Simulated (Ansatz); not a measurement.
Take Rh in the fcc (Cu type) structure (space group Fm-3m, No. 225; a = 3.8016 Å; relaxed with 0.1 eV smearing) as the base. Axes: x, y, z lie along the cube axes.

Calculations: r2SCAN (Ansatz, a first-principles code; PAW; 500 eV plane waves; scalar-relativistic without spin-orbit coupling), earlier PAW set.

A first run, uniaxial strain ε_zz = −1.27 %, gives secant values C11 ≈ 460 GPa and C12 ≈ 210 GPa from its stress. A second run applies biaxial strain +1.29 %, plane normal [001], relaxed out of plane.

What does linear elasticity predict for −ε⊥/ε∥ in the second run, and what does the run give?

Linear elasticity: 2 C12/C11 = 0.91. The run gives 0.89; any difference comes from nonlinear terms at these strains and numerical noise.

Whether these cells are dynamically stable was not tested. The final runs are not spin-polarised.
